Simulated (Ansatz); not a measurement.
We consider C (model structure, Fd-3m, No. 227, 2 atoms in the cell), described by PBE-D3(BJ) (Ansatz, an electronic-structure program, plane waves, PAW).

Run with plane-wave cutoff 520 eV, 34×34×34 k mesh, Fermi–Dirac smearing 0.05 eV, scalar-relativistic PAW data made under PBE.

Cell (relaxed at this level):

Space group Fd-3m, origin choice 1 (No. 227); a = 3.557 Å, b = 3.557 Å, c = 3.557 Å, α = 90.00°, β = 90.00°, γ = 90.00°

```tsv
atom	site	symmetry	x	y	z
C	8a	-43m	0.0000	0.0000	0.0000
```
(The calculation used a cell of 2 atoms; values per cell refer to that cell.)

Problem. Give the computed band gap and smallest direct gap on the k points sampled.

Solution. 
- band gap: 4.16 eV (indirect)
- smallest direct gap on the k points sampled: 5.62 eV

Computed values are for the static lattice.

The result took roughly 11 core-seconds.

A model structure was made by putting elements into a prototype or built by hand; here it ended with the formula and space group of a phase in our tables.
